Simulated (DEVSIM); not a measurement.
Structure: Schottky contact on n-type GaP, at 300 K.

Layer 1 from the left is GaP, thickness (μm) 2.10, Nd (cm⁻³) 1.8e16, τn (s) 1.5e-6, τp (s) 4.5e-6.

Left contact: Schottky, work function 4.66 eV, emission velocity 5.4e6 cm/s. Right contact: ohmic. Voltage is applied to the left contact. Recombination: SRH at mid-gap. Mobility is constant in doping.

This is a model device: material constants are rounded textbook-type values typed into the input, and sizes, dopings and lifetimes were drawn at random. Values at 300 K.

GaP: gap (eV) 2.26, affinity (eV) 3.8, permittivity 11.1, Nc (cm⁻³) 1.8e19, Nv (cm⁻³) 1.9e19, μn (cm²/Vs) 250, μp (cm²/Vs) 150.

DEVSIM, 1D drift-diffusion, Boltzmann statistics, complete ionisation; no tunnelling, impact ionisation, image-force lowering or self-heating. Metal contacts follow the ideal Schottky-Mott rule: no Fermi-level pinning, no interface dipoles.

Problem. What does the simulation give for the dark forward voltage at 1 A/cm², the largest field in the device at zero bias, the potential step across the device at zero bias, the dark forward voltage at 100 A/cm²?

Solution. dark forward voltage at 1 A/cm² 0.445 V; largest field in the device at zero bias 62000 V/cm; potential step across the device at zero bias 0.681 V; dark forward voltage at 100 A/cm² 0.600 V.
